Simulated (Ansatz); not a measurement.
**HgSe, pressure series**

Consider HgSe in the zinc blende structure (space group F-43m, No. 216).

```cif
data_Hg4Se4
_chemical_formula_sum 'Se4 Hg4'
_space_group_name_H-M_alt 'F-43m'
_space_group_IT_number 216
_space_group_name_Hall 'F -4 2 3'
_cell_length_a 6.13320
_cell_length_b 6.13320
_cell_length_c 6.13320
_cell_angle_alpha 90.000
_cell_angle_beta 90.000
_cell_angle_gamma 90.000
loop_
_atom_site_label
_atom_site_type_symbol
_atom_site_symmetry_multiplicity
_atom_site_Wyckoff_symbol
_atom_site_fract_x
_atom_site_fract_y
_atom_site_fract_z
_atom_site_occupancy
Se1 Se 4 d 0.75000 0.75000 0.75000 1
Hg1 Hg 4 a 0.00000 0.00000 0.00000 1
```
(The calculation used a cell of 2 atoms; values per cell refer to that cell.)

Cell and atoms are relaxed at each pressure.

Level of theory: Ansatz (a program for electronic structure), PBEsol, PAW, cutoff 420 eV, no SOC, earlier PAW set.

```
pressure (GPa)  volume per atom (Å³/atom)
--------------  -------------------------
-1                                 29.438
0                                  28.838
0.9                                28.364
2.1                                27.786
4.5                                26.816
9                                       ?
15                                 24.001
22.5                               22.697
30                                 21.683
```

Q: Fit the third-order Birch–Murnaghan form P(V) = (3B₀/2)[(V₀/V)^(7/3) − (V₀/V)^(5/3)]·[1 + (3/4)(B₀′ − 4)((V₀/V)^(2/3) − 1)] (squares taken in P) to the rows shown and predict the withheld row.

A: Least squares on the printed values gives V₀ = 28.839 Å³/atom, B₀ = 51.8 GPa, B₀′ = 4.9; this predicts 25.402 Å³/atom, and the run gives 25.400 Å³/atom, 0.002 lower.

Measured bulk modulus of HgSe: 50 GPa (temperature not stated; as listed in Cormac Toher et al., Physical Review Materials (2017)); the computed value is for a static lattice, so the two differ by thermal effects too.

A case with no gap was solved on a k-mesh chosen for an insulator, which is coarse for it. Load acts through the strain it causes; cell and atoms are relaxed under it. Whether these cells are dynamically stable was not tested. Tetrahedral semiconductors of this kind turn to denser phases somewhere between about 1 and 50 GPa; those were not computed, so compressed cells here can lie past the real transition. All final runs are without spin polarisation.
